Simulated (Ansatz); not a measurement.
Take Ge2Sb2Te5 (space group P-3m1, No. 164) as the base.

```xyz
9
Lattice="4.2133 0.0000 0.0000 -2.1066 3.6488 0.0000 0.0000 0.0000 17.6894" Properties=species:S:1:pos:R:3 pbc="T T T"
Te     0.0000     0.0000     0.0000
Sb     2.1066     1.2163     2.0141
Sb     0.0000     2.4325    15.6753
Te     0.0000     2.4325     3.7563
Te     2.1066     1.2163    13.9331
Ge     0.0000     0.0000     5.9183
Ge     0.0000     0.0000    11.7711
Te     2.1066     1.2163     7.3203
Te     0.0000     2.4325    10.3691
```

Cartesian axes are those of the cell as printed.

Level of theory: r2SCAN+rVV10 in Ansatz (plane waves to 500 eV, PAW, without spin-orbit coupling).

Strains are applied to the cell and any free atomic positions relax; under biaxial strain the out-of-plane vector relaxes too.

One change was made to it. Results:

| quantity | base | after |
|---|---|---|
| pressure (mean of the normal stresses, compression positive) | 0.0 GPa | 0.3 GPa |
| volume per atom | 30.22 Å³ | 30.05 Å³ |
| band gap | zero | zero |

Name the change that was made.
A. biaxial strain +3.12 %, plane normal [001], relaxed out of plane
B. biaxial strain +1.45 %, plane normal [001], relaxed out of plane
C. biaxial strain −0.62 %, plane normal [001], relaxed out of plane
D. uniaxial strain ε_xx = −2.48 %

C, biaxial strain −0.62 %, plane normal [001], relaxed out of plane. For comparison, the pressure in the other runs: biaxial strain +1.45 %, plane normal [001], relaxed out of plane gives -0.7 GPa; uniaxial strain ε_xx = −2.48 % gives 1.1 GPa; biaxial strain +3.12 %, plane normal [001], relaxed out of plane gives -1.5 GPa.

Spin-orbit coupling, missing from the scalar runs, can matter with Sb and Te. Stability against distortions was not tested. The final runs are not spin-polarised. The zero or small gap of Ge2Sb2Te5 can change with the level of theory.

Ansatz is a first-principles code.
